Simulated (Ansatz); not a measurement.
The reference is MgO in the rock salt structure (space group Fm-3m, No. 225; a = 4.2044 Å). Axes: x, y, z lie along the cube axes.

Level of theory: Ansatz (a first-principles code), r2SCAN, PAW, cutoff 500 eV, no spin-orbit coupling.

Before the change:

- Band gap = 5.68 eV
- Valence-band top at Γ = 0.00, 0.00, 0.00 eV

Modification: tensile biaxial strain of 0.83 % in the plane normal to [111], as in epitaxy on a mismatched substrate; the out-of-plane cell vector and the atoms relax.

**Question.** What happens to the band gap and valence-band top at Γ?

**Answer.** The band gap drops by 0.196 eV, from 5.68 eV to 5.49 eV; the valence-band top at Γ (three highest levels, from the VBM) changes from 0.00, 0.00, 0.00 eV to 0.00, -0.08, -0.08 eV.

Stability against distortions was not tested.
